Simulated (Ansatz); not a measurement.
Take Ge in the diamond structure (space group Fd-3m, No. 227) as the base.

```yaml
crystal:
  lattice:
    - [0.00000, 2.83808, 2.83808]
    - [2.83808, 0.00000, 2.83808]
    - [2.83808, 2.83808, 0.00000]
  atoms:
    - { symbol: Ge, position: [0.00000, 0.00000, 0.00000] }
    - { symbol: Ge, position: [0.25000, 0.25000, 0.25000] }
```

Cartesian axes are those of the cell as printed.

All numbers come from PBEsol, PAW, 420 eV (Ansatz, an electronic-structure program; no SOC).

Strains are applied to the cell and any free atomic positions relax; under biaxial strain the out-of-plane vector relaxes too.

One change was made to it. Results:

```json
[
 {"quantity": "pressure (mean of the normal stresses, compression positive)", "base": "0.0 GPa", "after": "-2.2 GPa"},
 {"quantity": "energy relative to the base (free energy F)", "base": "0 meV/atom", "after": "+15 meV/atom"},
 {"quantity": "volume per atom", "base": "22.86 Å³", "after": "23.68 Å³"}
]
```

### Question
Which of these changes matches the shifts?
A. biaxial strain +1.00 %, plane normal [001], relaxed out of plane
B. biaxial strain −2.00 %, plane normal [001], relaxed out of plane
C. biaxial strain +3.00 %, plane normal [001], relaxed out of plane

### Answer
C, biaxial strain +3.00 %, plane normal [001], relaxed out of plane. For comparison, the energy relative to the base in the other runs: biaxial strain +1.00 %, plane normal [001], relaxed out of plane gives +1.7 meV/atom; biaxial strain −2.00 %, plane normal [001], relaxed out of plane gives +7.5 meV/atom.

No phonon test of stability was made.
